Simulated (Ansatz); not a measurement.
Consider SrCl2 in the fluorite structure (space group Fm-3m, No. 225; a = 7.041 Å).

Method: PBE in Ansatz (plane waves to 420 eV, PAW, without spin-orbit coupling).

Before the change:

```
Item                    Result
-------------  ---------------
Band gap               5.24 eV
Gap character  indirect, X → Γ
```

Now apply this change: an isotropic linear strain of −3.00 %, atoms relaxed at fixed cell.

How does this affect the band gap?

The band gap grows by 0.23 eV (5.24 eV → 5.47 eV).

What happens to the energy relative to the base?

The energy grows by 28 meV/atom.

What happens to the gap character?

The gap character goes from indirect, X → Γ to direct at X.

Stability against distortions was not tested.

Ansatz is a quantum-chemistry and plane-wave program.
